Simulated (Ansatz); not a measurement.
Base system: ZnInGaO4 (space group R3m, No. 160; a = 3.3150 Å, c = 25.7543 Å (hexagonal axes)).

One thing is altered: every Zn is replaced by Cd, then cell and atoms are relaxed.

Levels (all Ansatz, an electronic-structure program, PAW, earlier PAW set): PBEsol (420 eV, spin-orbit coupling left out); r2SCAN (500 eV, scalar-relativistic without spin-orbit coupling); HSE06 (420 eV, no spin-orbit coupling); PBEsol+SOC (420 eV, spin-orbit coupling included).

One geometry, relaxed with PBEsol, under each level:

The valence-band top lists the three highest levels at Γ (Kramers pairs under SOC), from the VBM.

```json
[
 {"level": "PBEsol", "band gap": "0.67 eV", "lowest conduction level above the VBM at special points": "Γ 0.67 eV; T 2.00 eV; L 4.95 eV; F 5.13 eV", "valence-band top at Γ": "0.00, 0.00, -0.55 eV", "electron mass": "0.14 mₑ along c, 0.15 mₑ across (at Γ)", "pressure": "0.00 GPa"},
 {"level": "r2SCAN", "band gap": "1.22 eV", "lowest conduction level above the VBM at special points": "Γ 1.22 eV; T 2.42 eV; L 5.63 eV; F 5.82 eV", "valence-band top at Γ": "–", "electron mass": "–", "pressure": "0.07 GPa"},
 {"level": "HSE06", "band gap": "2.25 eV", "lowest conduction level above the VBM at special points": "Γ 2.25 eV; T 3.41 eV; L 6.75 eV", "valence-band top at Γ": "–", "electron mass": "–", "pressure": "–"},
 {"level": "PBEsol+SOC", "band gap": "0.66 eV", "lowest conduction level above the VBM at special points": "Γ 0.66 eV; T 1.98 eV; L 4.94 eV; F 5.12 eV", "valence-band top at Γ": "0.00, -0.03, -0.56 eV", "electron mass": "0.14 mₑ along c, 0.16 mₑ across (at Γ)", "pressure": "-0.05 GPa"}
]
```

Single points use the geometry relaxed with PBEsol. Their cutoffs differ, which shifts pressures a little. The spin-orbit shifts are approximate. Masses are band curvatures over ±0.01 Å⁻¹ around the edge. No phonon test of stability was made. As relaxed here, CdInGaO4 is a hypothetical phase, not in the database extracts checked.
